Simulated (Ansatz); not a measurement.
# Pressure series in HfN

Take HfN in the rock salt structure (space group Fm-3m, No. 225) as the base.

```xyz
2
Lattice="0.0000 2.2740 2.2740 2.2740 0.0000 2.2740 2.2740 2.2740 0.0000" Properties=species:S:1:pos:R:3 pbc="T T T"
N      0.0000     0.0000     0.0000
Hf     2.2740     2.2740     2.2740
```

Cell and atoms are relaxed at each pressure.

The values are results of PBE (Ansatz, an electronic-structure program, PAW, without spin-orbit coupling), earlier PAW set, not measurements.

| P (GPa) | V (Å³/atom) |
|---|---|
| -1.99 | 11.850 |
| -0.99 | 11.804 |
| 3.00 | 11.629 |
| 7.00 | 11.466 |
| 15.00 | 11.173 |
| 30.00 | 10.710 |
| 50.00 | 10.215 |
| 75.00 | 9.722 |
| 100.00 | 9.322 |

A third-order Birch–Murnaghan fit to these points gives V₀ = 11.76 Å³/atom, B₀ = 264 GPa and B₀′ = 4.2. At pressure 100 GPa the volume is 79.3 % of V₀.

Load acts through the strain it causes; cell and atoms are relaxed under it. No phonon test of stability was made. Competing high-pressure phases were not computed. The final runs are not spin-polarised. An odd electron count without spin: HfN.
